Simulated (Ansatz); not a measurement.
## A computed series for Al2O3: pressure series

Base system: Al2O3 in the corundum structure (space group R-3c, No. 167).

```
CELL_PARAMETERS angstrom
      2.40399     1.38794     4.37387
     -2.40399     1.38794     4.37387
      0.00000    -2.77589     4.37387
ATOMIC_POSITIONS crystal
  Al 0.35213 0.35213 0.35213
  Al 0.14787 0.14787 0.14787
  Al 0.64787 0.64787 0.64787
  Al 0.85213 0.85213 0.85213
  O  0.55616 0.94384 0.25000
  O  0.25000 0.55616 0.94384
  O  0.94384 0.25000 0.55616
  O  0.44384 0.05616 0.75000
  O  0.75000 0.44384 0.05616
  O  0.05616 0.75000 0.44384
```

Cell and atoms are relaxed at each pressure.

Levels (all Ansatz, a program for electronic structure, PAW, earlier PAW set): PBE (420 eV, no spin-orbit coupling); PBEsol (420 eV, no SOC).

The base cell above is that of PBE; each level relaxes its own structures.

```csv
case,"shortest interatomic distance, PBE","shortest interatomic distance, PBEsol"
pressure −2 GPa,1.880 Å,1.867 Å
pressure −1 GPa,1.877 Å,1.864 Å
pressure 0.9 GPa,1.872 Å,1.859 Å
pressure 2.1 GPa,1.868 Å,?
pressure 4.5 GPa,1.862 Å,1.850 Å
pressure 9 GPa,1.851 Å,1.840 Å
pressure 15 GPa,1.838 Å,?
pressure 22.5 GPa,1.823 Å,?
pressure 30 GPa,1.809 Å,?
```

Question: What belongs in the blanks?

Answer: 
- pressure 2.1 GPa, shortest interatomic distance, PBEsol: 1.856 Å
- pressure 15 GPa, shortest interatomic distance, PBEsol: 1.827 Å
- pressure 22.5 GPa, shortest interatomic distance, PBEsol: 1.812 Å
- pressure 30 GPa, shortest interatomic distance, PBEsol: 1.799 Å

PBE lies above PBEsol in every row, by 0.010 Å to 0.013 Å. They put the cases in the same order.

Load acts through the strain it causes; cell and atoms are relaxed under it. Whether these cells are dynamically stable was not tested. No other phases were tried under pressure.
